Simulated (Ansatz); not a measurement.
Crystal: K₂MgCl₄ (I4/mmm, not sure to be the ambient phase, 7 atoms a cell, 27.1 Å³ an atom); planes in its conventional cell.

Calculation: r2SCAN (plane waves, PAW; Ansatz, a program for electronic structure).

The gap is the functional's own. No spin-orbit coupling. Mid-gap values are interpolated on the energy grid.

```csv
plane,area of the cell (Å²),mid-gap κ (1/Å),largest κ in the gap (1/Å)
(110),54.4,0.39,0.39
(100),77.0,(withheld),(withheld)
```

### Question
The slowest decay depends on the direction. Supply the withheld values.

### Answer

- (100), mid-gap κ (1/Å): 0.42
- (100), largest κ in the gap (1/Å): 0.43
